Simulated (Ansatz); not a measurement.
An Ansatz (a quantum-chemistry and plane-wave program) input (r2SCAN, PAW, 500 eV (Ansatz; scalar-relativistic without spin-orbit coupling)):

Ansatz 0.2 input:
```yaml
crystal:
  lattice:
    - [2.9121616243, 0, 0]
    - [-1.4560808122, 2.5220059466, 0]
    - [0, 0, 2.8362247198]
  atoms:
    - { symbol: W, position: [0, 0, 0] }
    - { symbol: C, position: [0.3333333333, 0.6666666667, 0.5] }
basis: { ecutwfc: 500, ecutrho_ratio: 4, xc_grid: 4, fft_grid_basis: typed }
kpoints: { mp_grid: { grid: [18, 18, 16] } }
hamiltonian:
  xc: r2scan
  dispersion: none
  pseudopotentials: { kind: paw }
scf: { occupations: { method: fermi_dirac, width: 0.05 }, convergence: { dr2_threshold: 0.0000000002 } }
output: { forces: true, stress: true }
checkpoint: { write: state.ck, write_every: 1000 }
```

Problem. Which symmetry and how many k-points will the program report, and about how many plane waves at Γ?

Solution. Space group P-6m2 (ITA 187) with 12 operations, k-points 333 of 5184, and 539 plane waves at Γ.

Stability against distortions was not tested. All final runs are without spin polarisation. The cell is WC (space group P-6m2, No. 187).
